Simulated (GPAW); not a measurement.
A user runs GPAW on SnP2O7 (P-1, 20 atoms in the cell) and asks whether the run is sound. The aim is a self-consistent single point with DFT LDA (Perdew-Wang 92), plane waves, GPAW PAW datasets LDA (gpaw-data 1.0.1).

Cell that was meant: a = 6.4733 Å, b = 6.5361 Å, c = 7.0318 Å, α = 88.39°, β = 65.99°, γ = 84.88°.

Part of the input:

```python
calc = GPAW(mode={'name': 'pw', 'ecut': 900},
            xc='LDA',
            kpts={'size': (3, 2, 2), 'gamma': True},
            occupations={'name': 'fermi-dirac', 'width': 2.0},
            nbands=-6,
            convergence={'density': 1e-05, 'energy': 1e-05, 'bands': -4},
            symmetry={'symmorphic': False, 'tolerance': 0.0005},
```

Output, abridged:

```
Input parameters:
  convergence: {bands: -4,
                density: 1e-05,
                energy: 1e-05}
  kpts: {gamma: True,
   [... lines left out ...]
   4 P      3.704810    0.843660    4.838859    ( 0.0000,  0.0000,  0.0000)
   [... 15 lines left out ...]

Unit cell:
           periodic     x           y           z      points  spacing
  1. axis:    yes    6.473330    0.000000    0.000000    45     0.1309
  2. axis:    yes    0.583155    6.510003    0.000000    48     0.1356
  3. axis:    yes    2.860676   -0.058034    6.423292    49     0.1311

  Lengths:   6.473330   6.536070   7.031751
  Angles:   88.391099  65.994600  84.881204

Effective grid spacing dv^(1/3) = 0.1368
     iter     time        total  log10-change:
                         energy   eigst   dens
iter:   1 --:--:--  -169.807284   +0.47
iter:   2 --:--:--  -165.631979   -0.76  -0.87
iter:   3 --:--:--  -152.979705   -0.29  -0.93
iter:   4 --:--:--  -152.565982   -1.06  -1.34
iter:   5 --:--:--  -153.265671   -1.31  -1.44
iter:   6 --:--:--  -152.949068   -0.93  -1.63
iter:   7 --:--:--  -152.355926   -1.59  -1.52
iter:   8 --:--:--  -152.654928   -1.79  -1.97
iter:   9 --:--:--  -152.359075   -1.95  -2.33
iter:  10 --:--:--  -152.464718   -2.54  -2.08
   [... lines left out ...]
iter:  46 --:--:--  -152.473406c  -6.99  -4.30
iter:  47 --:--:--  -152.473466c  -7.22  -4.43
iter:  48 --:--:--  -152.473458c  -8.63c -4.61
iter:  49 --:--:--  -152.473371c  -8.31c -4.66
iter:  50 --:--:--  -152.473206c  -8.00c -4.73
iter:  51 --:--:--  -152.473166c  -8.15c -4.68
iter:  52 --:--:--  -152.473212c  -9.23c -4.78
   [... 18 lines left out ...]
iter:  71 --:--:--  -152.473228c  -8.14c -4.63
iter:  72 --:--:--  -152.473221c  -8.70c -4.72
iter:  73 --:--:--  -152.473189c  -8.86c -4.74
iter:  74 --:--:--  -152.473176c  -8.29c -4.78
iter:  75 --:--:--  -152.473087c  -8.66c -5.08c
Converged after 75 iterations.

Dipole moment: (-0.000000, -0.000000, -0.000000) |e|*Ang

Energy contributions relative to reference atoms: (reference = -401212.309808)

Kinetic:       +247.479428
Potential:     -211.833193
External:        +0.000000
XC:            -171.687911
Entropy (-ST):  -36.414081
Local:           +1.775629
SIC:             +0.000000
--------------------------
Free energy:   -170.680128
Extrapolated:  -152.473087

Showing only first 2 kpts
 Kpt  Band  Eigenvalues  Occupancy
  0    64      0.94867    1.80665
  0    65      1.00309    1.80185
  0    66      4.42213    1.24398
  0    67      6.03361    0.84734

  1    64      0.93850    1.80754
  1    65      1.05226    1.79742
  1    66      5.31457    1.02589
  1    67      5.44577    0.99310

   [... lines left out ...]
Fermi level: 5.41816
No gap
   [... lines left out ...]
  1 Sn    0.01253    0.10255   -0.51511
  2 P    -0.06571    0.55897   -0.73427
  3 P     0.06571   -0.55897    0.73427
  4 P    -2.54167    1.01873    0.63235
   [... 15 lines left out ...]

Stress tensor:
    -0.109851     0.001523    -0.008047
     0.001523    -0.082297     0.008923
    -0.008047     0.008923    -0.093641
Stress (GPa, Voigt): [-17.6001 -13.1855 -15.0029   1.4296  -1.2893   0.2441]
```

Problem. Is anything amiss in this input, and did it matter?

Solution. The run is not sound. The fault is a smearing width that is far too large. A width of many tenths of an electronvolt moves electrons far across the Fermi level or the gap, and the free energy and its derivatives carry a large smearing term. To fix it, use a width small against the gap or band features. The run converged in 75 iterations without an error; against the sound input the free energy falls by 742 meV/atom, the largest force goes from 0.608 to 2.810 eV/Å and no clean gap remains on the mesh (levels overlap or are partly filled), against 2.06 eV before.

The sound input it was made from differs as follows (other fixes are possible):
```diff
-            occupations={'name': 'fermi-dirac', 'width': 2.0},
+            occupations={'name': 'fixed-uniform'},
```

With that input, the run converged in 29 iterations: free energy E − TS (from the program's reference atoms) -155.8405 eV; top of the valence band (on the code's own zero) 1.76 eV; gap on the k-point mesh 2.06 eV; largest force (vector length) 0.608 eV/Å (DFT LDA (Perdew-Wang 92), plane waves, GPAW PAW datasets LDA (gpaw-data 1.0.1)).

On the sound input: the starting cell comes from a database of computed structures (which also holds hypothetical and non-ambient phases and stackings), without a prior relaxation at this level.
